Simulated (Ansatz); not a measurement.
Results of HSE06+SOC (plane waves, PAW; Ansatz, a quantum-chemistry and plane-wave program) for TaAlO4 (C2/m, No. 12, 12 atoms in the cell; start mp-14333).

Settings: plane-wave cutoff 460 eV, 6×6×4 k mesh (along the axes of the cell as run), Fermi–Dirac smearing 0.01 eV, PAW data made under PBE.

Cell (relaxed with PBEsol):

```xyz
12
Lattice="6.0773 -1.8911 0.0017 6.0773 1.8911 0.0017 -1.9674 0.0000 6.1472" Properties=species:S:1:pos:R:3 pbc="T T T"
Ta     0.8298     0.0000     1.4260
Ta     9.3575     0.0000     4.7246
Al     0.8276     0.0000     5.0445
Al     9.3597     0.0000     1.1061
O      7.3999     0.0000     1.2450
O      2.7874     0.0000     4.9056
O     -1.0040     0.0000     5.3174
O     11.1913     0.0000     0.8332
O      9.5043     0.0000     2.9219
O      0.6829     0.0000     3.2286
O      7.2791     0.0000     5.2749
O      2.9082     0.0000     0.8757
```

**Question.** Predict the band gap, smallest direct gap on the k points sampled and direct gap at Γ.

**Answer.** 
- band gap: 5.76 eV (indirect)
- smallest direct gap on the k points sampled: 6.13 eV
- direct gap at Γ: 6.39 eV

Note: cell and atoms aren't relaxed at this level (pressure -1.5 GPa).

A start named mp-… is a Materials Project structure, which need not be a measured phase.
